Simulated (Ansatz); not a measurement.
One base run on CaPbF6 (Fm-3m, 8 atoms in the cell) and variants with one or two settings moved

```yaml
crystal:
  lattice:
    - [0.00000, 4.31871, 4.31871]
    - [4.31871, 0.00000, 4.31871]
    - [4.31871, 4.31871, 0.00000]
  atoms:
    - { symbol: Ca, position: [0.50000, 0.50000, 0.50000] }
    - { symbol: Pb, position: [0.00000, 0.00000, 0.00000] }
    - { symbol: F, position: [0.76012, 0.76012, 0.23988] }
    - { symbol: F, position: [0.23988, 0.23988, 0.76012] }
    - { symbol: F, position: [0.23988, 0.76012, 0.76012] }
    - { symbol: F, position: [0.76012, 0.23988, 0.23988] }
    - { symbol: F, position: [0.76012, 0.23988, 0.76012] }
    - { symbol: F, position: [0.23988, 0.76012, 0.23988] }
```

Base run A: HSE06, default PAW files made with PBE in Ansatz (a program for electronic structure), self-consistent single point.

Its settings: basis.ecutwfc = 420 eV; kpoints.mp_grid.grid = 4 4 4; hamiltonian.xc = hse06; hamiltonian.pseudopotentials = {kind: paw} (the program's default PAW files); scf.occupations.method = gaussian; scf.occupations.width = 0.01 eV.

The starting cell comes from a database of computed structures (which also holds hypothetical and non-ambient phases and stackings), without a prior relaxation at this level. Its lattice was rescaled by a random factor within 2.5 % of one. Spin-orbit coupling is off. Ansatz's pressure includes its estimate of the finite-basis (Pulay) stress.

ΔF is the free energy per atom less that of run A. A dash stands where there is no value to compare (another energy zero or no entropy term, no result, no spin, no clean gap, or a mesh too coarse for one). Total energies depend on the potentials, the functional and any Hubbard or dispersion term, so they are compared only between runs that share all of them.

Runs D sample the zone with one or two k-points, far too few for so small a cell.

Run A gave: pressure (GPa) -0.75; largest force (eV/Å) 0.316; gap on the mesh (eV) 5.910; k-points 8.

Runs:
- B: hamiltonian.xc: hse06 → pbesol [PBEsol]
- C: hamiltonian.xc: hse06 → pbe0 [PBE0]
- D: kpoints.mp_grid.grid: 4 4 4 → 1 1 1; kpoints.mp_grid.shift: default → 0.5 0.5 0.5
- E: scf.convergence.dr2_threshold: default (1e-07 eV) → 0.0001 eV
- F: scf.mixing.algorithm: default (the program chose MSR1) → broyden; scf.mixing.ndim: default → 2
- G: scf.mixing.algorithm: default (the program chose MSR1) → anderson; scf.mixing.beta: default → 0.5

### Question
What does run D change against A?

### Answer
The free energy drops by 6.9 meV/atom, the pressure goes from -0.75 to -0.61 GPa, the largest force goes from 0.316 to 0.272 eV/Å and the gap on the mesh goes from 5.910 to 6.729 eV.

### Question
What does run C change against A?

### Answer
The pressure hardly changes (-0.75 to -0.79 GPa), the largest force hardly changes (0.316 to 0.318 eV/Å) and the gap on the mesh goes from 5.910 to 6.694 eV.

### Question
What does run B change against A?

### Answer
The pressure goes from -0.75 to -0.17 GPa, the largest force goes from 0.316 to 0.089 eV/Å and the gap on the mesh goes from 5.910 to 3.712 eV.

```tsv
run	ΔF (meV/atom)	pressure (GPa)	largest force (eV/Å)	gap on the mesh (eV)	k-points
A	0.00	-0.75	0.316	5.910	8
B	–	-0.17	0.089	3.712	8
C	–	-0.79	0.318	6.694	8
D	-6.9	-0.61	0.272	6.729	1
E	0.00	-0.75	0.316	5.910	8
F	0.00	-0.75	0.316	5.910	8
G	0.00	-0.75	0.316	5.910	8
```

Keys are those of Ansatz 0.2.
